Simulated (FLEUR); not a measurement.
FLEUR run on MoIr (P-6m2, 2 atoms in the cell): self-consistent single point.

Method: LDA (Perdew-Zunger), all-electron FLAPW (FLEUR), scalar-relativistic valence run with FLEUR.

The change in words: lattice scaled by 0.98. Reference geometry:
```
CELL_PARAMETERS angstrom
      2.79205     0.00000     0.00000
     -1.39603     2.41799     0.00000
      0.00000     0.00000     4.46992
ATOMIC_POSITIONS crystal
  Mo 0.00000 0.00000 0.00000
  Ir 0.33333 0.66667 0.50000
```

Reference input (self-consistent single point, DFT, LDA (Perdew-Zunger), all-electron FLAPW (FLEUR), scalar-relativistic valence): Kmax = 4.1 1/bohr; GmaxXC = 16.4 1/bohr; xcFunctional = pz; jspins = 1; l_soc = F; mode = hist; fermiSmearingEnergy = 0.00183747 Htr; mesh (inpgen div1-3) = 18 18 10; inpgen gamma flag = true; Gmax = 16.4 1/bohr; numbands = 0; maxIterBroyd = 99. This run's input differs from it in these lines:

```diff
@@ -3,5 +3,5 @@
 &input film=f /
-5.2762095768 0.0000000579 0.0000000000
--2.6381048385 4.5693315003 0.0000000000
-0.0000000000 0.0000000000 8.4469245990
+5.1706850798 -0.0000003448 0.0000000000
+-2.5853422413 4.4779448065 0.0000000000
+0.0000000000 0.0000000000 8.2779868629
 1.0
@@ -44,5 +44,5 @@
          <bravaisMatrix>
-            <row-1>    5.2762095768000004     0.0000000579000000     0.0000000000000000</row-1>
-            <row-2>   -2.6381048384999999     4.5693315002999997     0.0000000000000000</row-2>
-            <row-3>    0.0000000000000000     0.0000000000000000     8.4469245990000008</row-3>
+            <row-1>    5.1706850798000001    -0.0000003448000000     0.0000000000000000</row-1>
+            <row-2>   -2.5853422412999998     4.4779448065000000     0.0000000000000000</row-2>
+            <row-3>    0.0000000000000000     0.0000000000000000     8.2779868629000006</row-3>
          </bravaisMatrix>
```

The program printed (abridged):

```
 Iteration:     1   Distance:      18.59487119 me/bohr^3
 Iteration:     2   Distance:      15.84095605 me/bohr^3
 Iteration:     3   Distance:      11.79025950 me/bohr^3
 Iteration:     4   Distance:       8.18655226 me/bohr^3
 Iteration:     5   Distance:       6.57864677 me/bohr^3
   [... 10 lines left out ...]
 Iteration:    16   Distance:       0.00035349 me/bohr^3
 Iteration:    17   Distance:       0.00014297 me/bohr^3
 Iteration:    18   Distance:       0.00002726 me/bohr^3
 Iteration:    19   Distance:       0.00000288 me/bohr^3
 Run finished successfully
 Stop message:
   Structural relaxation: Done

[file out, last iteration]
             iter=     20
[...]
          total density-effective poten   -3.7859764115E+04
          total charge density-energy d   -4.5885257676E+02
 Updated energy parameters for spin:           1
[...]
 fermi energy and band-weighting factors:

[...]
FERMIE:
          first approx. to ef    (T=0)  :   0.643507 htr   (energy of the highest occ. eigenvalue)
          number of occ. states  (T=0)  :       3237
          first approx. to seigv (T=0)  :  -6.376045 htr
          sum of weights of occ. states :  14.502469
          sum of semicore charge        :   0.000000 e
FERHIS:  Fermi-Energy by histogram:
          bandgap                     :   0.000514 htr
   [... lines left out ...]
          charge neutrality (T=0)     :   0.004938    (zero if the highest occ. eigenvalue is "entirely" occupied)
     EF_NEWTON:  Adjust Fermi-Energy by Newton-Method.
 Direct bandgap for spin            1 :    5.8093682534055002E-003  Htr
 ---->    free energy=                    -21893.5551892417 htr
   [... lines left out ...]
      extrapolation for T->0
 ---->    total electron energy=          -21893.5549555575 htr
 ***** TOTAL FORCES ON ATOMS *****
 TOTAL FORCE FOR ATOM TYPE=  1  X=  0.000   Y=  0.000   Z=  0.000
                       FX_TOT= 0.000000 FY_TOT= 0.000000 FZ_TOT= 0.000000
 TOTAL FORCE FOR ATOM TYPE=  2  X=  2.585   Y= -1.493   Z=  4.139
                       FX_TOT= 0.000000 FY_TOT= 0.000000 FZ_TOT= 0.000000
 Structural relaxation: Done
```

The run converged in 19 iterations. FLEUR gives forces in its relaxation mode, with a further iteration, so its stop message speaks of a relaxation. Against the reference run the free energy falls by 33.8 meV/atom.

The starting cell comes from a database of computed structures (which also holds hypothetical and non-ambient phases and stackings), without a prior relaxation at this level. For this run, on top of that: lattice scaled by 0.98. Spin-orbit coupling is off. Spin polarisation is off. Values depend on the basis (sphere radii, cutoffs, local orbitals), which need not be converged. The log's line on a gap gives a spacing of levels on this mesh, which the program prints for metals too.

Cost on one core of a shared machine: roughly 3 min.
